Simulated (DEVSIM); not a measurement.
Device: Schottky contact on n-type In0.53Ga0.47As, at 400 K.

Layer 1 from the left is In0.53Ga0.47As, thickness (μm) 5.60, Nd (cm⁻³) 8.2e16, τn (s) 8.6e-10, τp (s) 8.6e-10.

Left contact: Schottky, work function 4.77 eV, emission velocity 8.4e6 cm/s. Right contact: ohmic. Voltage is applied to the left contact. Recombination: SRH at mid-gap, radiative. Mobility is constant in doping.

The device is made up for the run: typed textbook-type constants, with dimensions and the other settings drawn at random. Values at 300 K; Nc and Nv go as T^1.5, mobilities as T to minus their exponent, the gap by Varshni's rule with the affinity fixed.

In0.53Ga0.47As: gap (eV) 0.74, affinity (eV) 4.51, permittivity 13.9, Nc (cm⁻³) 2.1e17, Nv (cm⁻³) 7.7e18, μn (cm²/Vs) 12000, μp (cm²/Vs) 300, T exponent of μn 1.6, T exponent of μp 1.6, B (cm³/s) 9.6e-11, Varshni α (eV/K) 0.00035, Varshni β (K) 190.

Question: Estimate by hand the built-in potential, the peak field at zero bias, and compare with a numerical solution.

Answer: 
- Built-in potential: barrier φB = 0.260 eV; Vbi = φB − kT/q ln(N_band/N) = 0.213 V; numerical 0.213 V.
- Peak field at zero bias: depletion approximation: W = √(2εVbi/(qN)) = 0.0631 μm with N = 8.20e16 cm⁻³; field = 2Vbi/W = 67400 V/cm; numerical 61200 V/cm (estimate above by 10 %).

Simulated with DEVSIM: 1D drift-diffusion, Boltzmann statistics, complete ionisation; no tunnelling, impact ionisation, image-force lowering or self-heating. Metal contacts follow the ideal Schottky-Mott rule: no Fermi-level pinning, no interface dipoles.
